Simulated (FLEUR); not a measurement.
FLEUR run on LiH (Fm-3m, 2 atoms in the cell): self-consistent single point.

Method: PBE, all-electron FLAPW (FLEUR), scalar-relativistic valence.

The change in words: lattice scaled by 0.98. Reference geometry:
```yaml
crystal:
  lattice:
    - [0.00000, 2.04277, 2.04277]
    - [2.04277, 0.00000, 2.04277]
    - [2.04277, 2.04277, 0.00000]
  atoms:
    - { symbol: Li, position: [0.00000, 0.00000, 0.00000] }
    - { symbol: H, position: [0.50000, 0.50000, 0.50000] }
```

Reference input (self-consistent single point, DFT, PBE, all-electron FLAPW (FLEUR), scalar-relativistic valence): Kmax = 4.5 1/bohr; GmaxXC = 22.5 1/bohr; xcFunctional = pbe; jspins = 1; l_soc = F; mode = hist; fermiSmearingEnergy = 0.0001 Htr; mesh (inpgen div1-3) = 14 14 14; inpgen gamma flag = true; Gmax = 22.5 1/bohr; numbands = 0; maxIterBroyd = 25. This run's input differs from it in these lines:

```diff
@@ -6,3 +6,3 @@
 0.7071067812 0.7071067812 -0.0000000000
-5.4592464238
+5.3500624039
 1.0 1.0 1.0
@@ -43,5 +43,5 @@
          <bravaisMatrix>
-            <row-1>    0.0000000000000000     3.8602701665108290     3.8602701665108290</row-1>
-            <row-2>    3.8602701665108290     0.0000000000000000     3.8602701665108290</row-2>
-            <row-3>    3.8602701665108290     3.8602701665108290     0.0000000000000000</row-3>
+            <row-1>    0.0000000000000000     3.7830654056408637     3.7830654056408637</row-1>
+            <row-2>    3.7830654056408637     0.0000000000000000     3.7830654056408637</row-2>
+            <row-3>    3.7830654056408637     3.7830654056408637     0.0000000000000000</row-3>
          </bravaisMatrix>
```

Log, with long lists cut:

```
 Iteration:     1   Distance:      10.27988124 me/bohr^3
 Iteration:     2   Distance:       9.56320261 me/bohr^3
 Iteration:     3   Distance:       0.75098271 me/bohr^3
 Iteration:     4   Distance:       0.82739409 me/bohr^3
 Iteration:     5   Distance:       0.09082943 me/bohr^3
   [... 3 lines left out ...]
 Iteration:     9   Distance:       0.00105330 me/bohr^3
 Iteration:    10   Distance:       0.00005029 me/bohr^3
 Iteration:    11   Distance:       0.00004293 me/bohr^3
 Iteration:    12   Distance:       0.00000039 me/bohr^3
 Run finished successfully
 Stop message:
   Structural relaxation: Done

[file out, last iteration]
             iter=     13
[...]
          total density-effective poten   -1.1456389151E+01
          total charge density-energy d   -2.2554885327E+00
 Updated energy parameters for spin:           1
[...]
 fermi energy and band-weighting factors:

[...]
FERMIE:
          first approx. to ef    (T=0)  :   0.004930 htr   (energy of the highest occ. eigenvalue)
          number of occ. states  (T=0)  :        208
          first approx. to seigv (T=0)  :  -3.402362 htr
          sum of weights of occ. states :   2.000000
          sum of semicore charge        :   0.000000 e
FERHIS:  Fermi-Energy by histogram:
          bandgap                     :   0.109557 htr
   [... lines left out ...]
          charge neutrality (T=0)     :   0.000000    (zero if the highest occ. eigenvalue is "entirely" occupied)
 Direct bandgap for spin            1 :   0.10955685009938976       Htr
 ---->    free energy=                        -8.1360083062 htr
   [... lines left out ...]
      extrapolation for T->0
 ---->    total electron energy=              -8.1360083062 htr
 ***** TOTAL FORCES ON ATOMS *****
 TOTAL FORCE FOR ATOM TYPE=  1  X=  0.000   Y=  0.000   Z=  0.000
                       FX_TOT= 0.000000 FY_TOT= 0.000000 FZ_TOT= 0.000000
 TOTAL FORCE FOR ATOM TYPE=  2  X=  3.783   Y=  3.783   Z=  3.783
                       FX_TOT= 0.000000 FY_TOT= 0.000000 FZ_TOT= 0.000000
 Structural relaxation: Done
```

The run converged in 12 iterations. FLEUR gives forces in its relaxation mode, with a further iteration, so its stop message speaks of a relaxation. Against the reference run the free energy drops by 3.0 meV/atom and the gap on the mesh goes from 3.023 to 2.981 eV.

The starting cell comes from a database of computed structures (which also holds hypothetical and non-ambient phases and stackings), without a prior relaxation at this level. Its lattice was rescaled by a random factor within 2.5 % of one. For this run, on top of that: lattice scaled by 0.98. Values depend on the basis (sphere radii, cutoffs, local orbitals), which need not be converged.

Cost on one core of a shared machine: roughly 40 s.
